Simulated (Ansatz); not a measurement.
**How the band gap of Ga2O3 (model structure, started from the Bi2Te3 type, R-3m, No. 166, 5 atoms in the cell) moves with the method**

No measured value is used here.

Unless a cell is named, each level is at its own relaxed cell.

### Question
Put these levels in order of the band gap that they give for Ga2O3 (model structure, started from the Bi2Te3 type, R-3m, No. 166, 5 atoms in the cell), smallest first: PBE0 (Ansatz, a program for electronic structure), PBEsol+SOC (Ansatz), dielectric-dependent PBEsol hybrid (Ansatz).

### Answer
PBEsol+SOC (2.31 eV), dielectric-dependent PBEsol hybrid (4.57 eV), PBE0 (4.71 eV)

Computed values are for a static lattice. Spin–orbit coupling is included only where a level's name says +SOC; with heavier elements it mostly lowers gaps and can invert bands.  Values are at the PBE-D3(BJ) cell. Cutoffs and k meshes differ between the levels. Ansatz's density-functional and Hartree–Fock values are scalar-relativistic unless marked +SOC, with PAW data made under PBE.

A model structure was made by putting elements into a prototype or built by hand; it is no filed structure, need not be a known phase, and can be a saddle point held by its symmetry.
